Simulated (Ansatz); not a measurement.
## Pressure series in CdO

The reference is CdO in the rock salt structure (space group Fm-3m, No. 225; a = 4.7683 Å).

Cell and atoms are relaxed at each pressure.

The values are results of Ansatz (an electronic-structure program), PBE, PAW, cutoff 420 eV, no spin-orbit coupling, earlier PAW set, not measurements.

Notes on the quantities. enthalpy: H = E + PV relative to the base's energy.

| case | density | band gap | enthalpy |
|---|---|---|---|
| base | 7.87 g/cm³ | zero | – |
| pressure −2 GPa | 7.74 g/cm³ | zero | -0.17 eV/atom |
| pressure −1 GPa | ___ | zero | -0.08 eV/atom |
| pressure 3 GPa | 8.05 g/cm³ | zero | +0.25 eV/atom |
| pressure 7 GPa | 8.27 g/cm³ | zero | +0.58 eV/atom |
| pressure 15 GPa | 8.65 g/cm³ | zero | +1.21 eV/atom |
| pressure 30 GPa | ___ | zero | +2.32 eV/atom |
| pressure 50 GPa | 9.90 g/cm³ | zero | +3.71 eV/atom |
| pressure 100 GPa | 11.13 g/cm³ | 0.25 eV | +6.87 eV/atom |

Complete the table.


- pressure −1 GPa, density: 7.80 g/cm³
- pressure 30 GPa, density: 9.25 g/cm³

The mesh was chosen for an insulator and is coarse for the gapless case. Load acts through the strain it causes; cell and atoms are relaxed under it. Stability against distortions was not tested. No other phases were tried under pressure. All final runs are without spin polarisation. The zero or small gap of CdO can change with the level of theory.
